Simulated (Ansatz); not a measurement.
**Mg2Sn, response to strain**

Consider Mg2Sn (space group Fm-3m, No. 225; a = 6.8176 Å; relaxed with 0.1 eV smearing).

Strains are applied to the cell and any free atomic positions relax.

Calculations: PBE, PAW, 420 eV (Ansatz, a first-principles code; scalar-relativistic without spin-orbit coupling).

```
isotropic strain (%)  pressure (GPa)
--------------------  --------------
-2.5                             3.6
-2                               2.8
-1.5                             2.0
-1                                 ?
0                                0.0
0.5                             -0.6
2                               -2.1
2.5                             -2.5
3                               -2.9
```

Q: Fit P = P₀ − Bδ + Cδ² with δ = (1 + ε)³ − 1 to the rows shown and predict the withheld row.

A: Least squares on the printed values gives P₀ = 0.0 GPa, B = 41.1 GPa, C = 109 GPa (largest residual 0.0 GPa); this predicts 1.3 GPa, and the run gives 1.3 GPa, in agreement.

No phonon test of stability was made.
